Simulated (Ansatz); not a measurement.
YFe2, response to strain

The reference is YFe₂ in the cubic Laves (MgCu2 type) structure (space group Fd-3m, No. 227; a = 7.1222 Å; ferromagnetic; a cell from a computed database, its experimental status unchecked). Axes: x, y, z lie along the cube axes.

Strains are applied to the cell and any free atomic positions relax; under biaxial strain the out-of-plane vector relaxes too.

The values are results of Kohn–Sham DFT with the PBEsol functional, run in Ansatz (a first-principles code) with PAW and 420 eV plane waves, spin-orbit coupling left out, not measurements.

Notes on the quantities. energy relative to the base: free energy F.

```tsv
change	space group	volume per atom	energy relative to the base
base	Fd-3m (No. 227)	15.05 Å³	0 meV/atom
biaxial strain +4.66 %, plane normal [001], relaxed out of plane	I4_1/amd (No. 141)	15.72 Å³	+28 meV/atom
isotropic strain −3.27 %	Fd-3m (No. 227)	13.62 Å³	+64 meV/atom
uniaxial strain ε_xx = +2.68 %	I4_1/amd (No. 141)	15.46 Å³	+5.5 meV/atom
uniaxial strain ε_zz = +2.96 %	I4_1/amd (No. 141)	15.50 Å³	+6.7 meV/atom
```

Other magnetic orders, which the real material may have, were not ruled out. Without a gap, meshes like the base's 11×11×11 leave anisotropic stresses uncertain by several tenths of a GPa, and small strain energies with them. Stability against distortions was not tested.
